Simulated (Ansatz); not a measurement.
Cost and result by functional for the adsorption energy of NH2 on the 1x1 (0001) surface of corundum (cut with top plane Al), one in a 1x1 cell, started at the site 'over Al at depth 1.2 Å', in Ansatz (plane waves, PAW). Single points on the PBE structure, on one kind of machine; costs are rough ratios of the slab run's core time (references not counted) to the cheapest single point. r2SCAN's cost holds its higher cutoff (500 against 420 eV). Differences are taken against r2SCAN for comparison alone: no measured value is at hand, so the table doesn't rank accuracy. The points keep PBE's geometry, so the relaxation of a polaron and the settling of charge on one site are left out.

Host crystal: corundum, with a band gap (PBE, scalar-relativistic without spin-orbit coupling).

Slab: 23 atoms, 6.7 Å thick at the start under the adsorbate (thin: gaps and levels are the slab's own); k 6x6x1, smearing 0.01 eV, dipole-corrected; 9 atoms held, the rest relaxed; no symmetry held; spin-polarised, ending with about 1.0 μB a cell; orders that need a larger cell were not tried, no spin-orbit, no U, no dispersion correction. At the end it is bonded to Al. In PBE it is, or lies within 0.03 eV of, the lowest of the starts that converged. These notes are the PBE run's. r2SCAN: The program's check for a lower electronic state was not made. Adsorption energies are against NH3(g) − ½ H2(g). A negative adsorption energy means that the adsorbate is more stable on the surface than in its reference.

```
functional                     relative cost  adsorption energy (eV)  less r2SCAN (eV)
-----------------------------  -------------  ----------------------  ----------------
RPBE                                       1                    1.11              0.05
r2SCAN                                     2                    1.06              0.00
PBE (the relaxed run's value)              –                    1.10              0.03
```

The values span 0.05 eV, while the single points' costs differ by a factor of roughly 2. Differences are of unrounded values.

Ansatz is a first-principles code.
